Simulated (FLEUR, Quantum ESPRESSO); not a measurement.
One structure in several programs: EuBPd3 (Pm-3m, 5 atoms in the cell)

Self-consistent single point.

```
CELL_PARAMETERS angstrom
      4.34027     0.00000     0.00000
      0.00000     4.34027     0.00000
      0.00000     0.00000     4.34027
ATOMIC_POSITIONS crystal
  Eu 0.00000 0.00000 0.00000
  B  0.50000 0.50000 0.50000
  Pd 0.00000 0.50000 0.50000
  Pd 0.50000 0.00000 0.50000
  Pd 0.50000 0.50000 0.00000
```
Moments meant for the start (each program seeds them in its own way; μB, in the order of the atoms Eu B Pd Pd Pd): 7.0 0.0 0.0 0.0 0.0.

All programs got the same cell, k-point mesh and kind of occupations, and the same starting moments (in Quantum ESPRESSO's words: occupations = smearing; smearing = fd; degauss = 0.0073499 Ry; nspin = 2; K_POINTS = automatic 5 5 5 0 0 0); potentials, basis and cutoffs are each program's usual ones.

```csv
code,model,size of the net moment (μB/atom),cutoff
Quantum ESPRESSO,"PBEsol, SSSP 1.1.2 efficiency (PBE) pseudopotentials",1.34,60 Ry
FLEUR,"PBEsol, all-electron FLAPW (FLEUR), scalar-relativistic valence",1.35,Kmax 4.5 1/bohr
```

The spread over the programs that give each value: size of the net moment within 0.01 μB/atom.

The starting cell comes from a database of computed structures (which also holds hypothetical and non-ambient phases and stackings), without a prior relaxation at this level. On Quantum ESPRESSO's run: Spin-orbit coupling is off. With one magnetic atom in the cell only a parallel order is possible. With U or open f shells several self-consistent states can exist. The f electrons are in the valence without U or exact exchange, which can misplace them near the Fermi level. Spin-orbit terms, which matter for f shells, are left out. With a pressure of about -4 GPa the cell is away from its equilibrium volume at this level.

**Question.** Why do the programs differ, and what cannot be compared?

**Answer.** Differences of this kind can come from the potentials, where these differ, and from what each basis and cutoff leave unconverged. The valence holds different numbers of electrons (Quantum ESPRESSO 74, FLEUR 68). The zero of total energies and Fermi levels follows the potentials and each program's conventions, so they are not compared here. FLEUR treats all electrons, but the usual bases taken here (sphere radii, linearisation, local orbitals, empty states) were not tested for convergence, so the values are no reference for the others. Site moments depend on each program's spheres or projections; the total moment of the cell does not.

Left out of this page: Ansatz (with a known weakness of the program); Elk (stopped by limits of time or memory).
